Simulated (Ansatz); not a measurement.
TiC (model structure, started from the CsCl type, Pm-3m, No. 221, 2 atoms in the cell) was calculated with LDA (Ansatz, an electronic-structure program, plane waves, PAW).

Numerical settings: plane-wave cutoff 520 eV, 20×20×20 k mesh, Fermi–Dirac smearing 0.05 eV, no spin polarisation, scalar-relativistic PAW data made under PBE.

Cell (relaxed at this level):

```xyz
2
Lattice="2.6586 0.0000 0.0000 0.0000 2.6586 0.0000 0.0000 0.0000 2.6586" Properties=species:S:1:pos:R:3 pbc="T T T"
Ti     0.0000     0.0000     0.0000
C      1.3293     1.3293     1.3293
```

Problem. What does this level give for the bulk modulus?

Solution. 
bulk modulus: 251 GPa

Note: the bulk modulus is −V dP/dV from two relaxed cells at ±2 % in volume; the relaxation could raise the start's symmetry but not lower it, so the cell can be a saddle point.

It cost about 29 core-seconds (a rough figure) of CPU time.

A model structure was made by putting elements into a prototype or built by hand; it is no filed structure, need not be a known phase, and can be a saddle point held by its symmetry.
